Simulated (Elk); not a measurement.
A self-consistent single point of Cr (Im-3m, 1 atom in the cell) with Elk.

Method of the run: PBE, all-electron FP-LAPW, Elk's shipped species files, APW+lo basis with extra local orbitals run with Elk 10.2.4.

The change in words: lattice scaled by 0.98. Reference geometry:
```
Cr
1.0
   -1.41840     1.41840     1.41840
    1.41840    -1.41840     1.41840
    1.41840     1.41840    -1.41840
Cr
1
Direct
  0.00000   0.00000   0.00000
```
Moments meant for the start (each program seeds them in its own way; μB, in the order of the atoms Cr): 3.0.

Reference input (self-consistent single point, DFT, PBE, all-electron FP-LAPW, Elk's shipped species files, APW+lo basis with extra local orbitals): xctype = 20; spinpol = true; rgkmax = 8; swidth = 0.00367493 Ha; ngridk = 13 13 13; reducebf = 0.7; gmaxvr = 16 1/bohr; nxlo = 2; lorbcnd = true; rmtscf = 0.91; lmaxi = 2; nempty = 12 per atom. This run's input differs from it in these lines:

```diff
@@ -40,3 +40,3 @@
 scale
-  4.642567395
+  4.549716047
```

The program printed (abridged):

```
│ Self-consistent loop started │
│ Loop number : 1 │
 total energy                :     -1045.17293518
 total moment                :   0.5751703423
│ Loop number : 2 │
 total energy                :     -1045.39415519
 total moment                :   0.5768944426
RMS change in Kohn-Sham potential (target) :    3.499066610     (  0.1000000000E-05)
Absolute change in total energy (target)   :   0.2212200027     (  0.1000000000E-03)
│ Loop number : 3 │
 total energy                :     -1045.93818086
 total moment                :   0.1935930428
RMS change in Kohn-Sham potential (target) :    2.661126101     (  0.1000000000E-05)
   [... lines left out ...]
│ Loop number : 19 │
 total energy                :     -1050.94080042
 total moment                :   0.1533911398E-03
RMS change in Kohn-Sham potential (target) :   0.1415356228E-05 (  0.1000000000E-05)
Absolute change in total energy (target)   :   0.1228105702E-04 (  0.1000000000E-03)
│ Loop number : 20 │
 total energy                :     -1050.94079091
 total moment                :   0.9794137019E-04
RMS change in Kohn-Sham potential (target) :   0.9143058796E-06 (  0.1000000000E-05)
Absolute change in total energy (target)   :   0.1258630505E-04 (  0.1000000000E-03)
Convergence targets achieved

│ Loop number : 21 │

Energies :
 Fermi                       :     0.480052696209
 xc effective B-field        :    -0.866399436261E-10
 external B-field            :      0.00000000000
 total energy                :     -1050.94078277
 (external B-field energy excluded from total)

Density of states at Fermi energy :    14.64638494
 (states/Hartree/unit cell)

Estimated indirect band gap :   0.7458322153E-02
 from k-point     12 to k-point     57
Estimated direct band gap   :   0.2853493915E-01
 at k-point     71

Charges :
 core                        :    10.00000000
 valence                     :    14.00000000
 interstitial                :    1.457543890
 muffin-tins (core leakage)
  species :    1 (Cr)
   atom    1                 :    22.54245611     (  0.2677200683E-09)
 total in muffin-tins        :    22.54245611
 total calculated charge     :    24.00416243
 total charge                :    24.00000000
 error                       :   0.4162428352E-02

Moments :
 interstitial                :   0.7876117237E-06
 muffin-tins
  species :    1 (Cr)
   atom    1                 :   0.6584490364E-04
 total in muffin-tins        :   0.6584490364E-04
 total moment                :   0.6663251537E-04

│ Self-consistent loop stopped │
```

The run converged in 21 iterations. The count includes the last loop, which Elk runs after its targets are met. Against the reference run the free energy goes up by 54.8 meV/atom.

The starting cell was generated: these elements placed on a structure prototype, without a prior relaxation; it need not be a known phase or ordering of this composition. Its lattice was rescaled by a random factor within 2.5 % of one. For this run, on top of that: lattice scaled by 0.98. The starting moments vanished: the run ended non-magnetic, which need not be the lowest state. Values depend on the basis (sphere radii, cutoffs, local orbitals), which need not be converged. The log's line on a gap gives a spacing of levels on this mesh, which the program prints for metals too.

Cost on one core of a shared machine: roughly 30 s.
